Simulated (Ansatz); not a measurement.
# Effect of biaxial strain +3.00 %, plane normal [001], relaxed out of plane on W

The reference is W in the bcc (W type) structure (space group Im-3m, No. 229; a = 3.1688 Å; relaxed with 0.1 eV smearing). Axes: x, y, z lie along the cube axes.

Modification: tensile biaxial strain of 3.00 % in the plane normal to [001], as in epitaxy on a mismatched substrate; the out-of-plane cell vector and the atoms relax.

The values are results of r2SCAN (Ansatz, a program for electronic structure), spin-orbit coupling left out, not measurements. k-mesh 29×29×29 (Γ-centred); smearing 0.1 eV (Fermi–Dirac).

- Volume per atom: 16.53 Å³ (base 15.91 Å³)
- Energy relative to the base (free energy F): +51 meV/atom
- Band gap: zero (base zero)
- Out-of-plane strain: -2.06 %
- Ratio −ε⊥/ε∥: 0.69
- Mean in-plane stress (compression positive): -16.4 GPa

Final structure (turned so that z lies along the plane normal):

```
W
1.0
    3.26390     0.00000     0.00000
    0.00000     3.26390     0.00000
    1.63195    -1.63195     1.55181
W
1
Direct
  0.00000   0.00000   0.00000
```

Stability against distortions was not tested. The final runs are not spin-polarised.
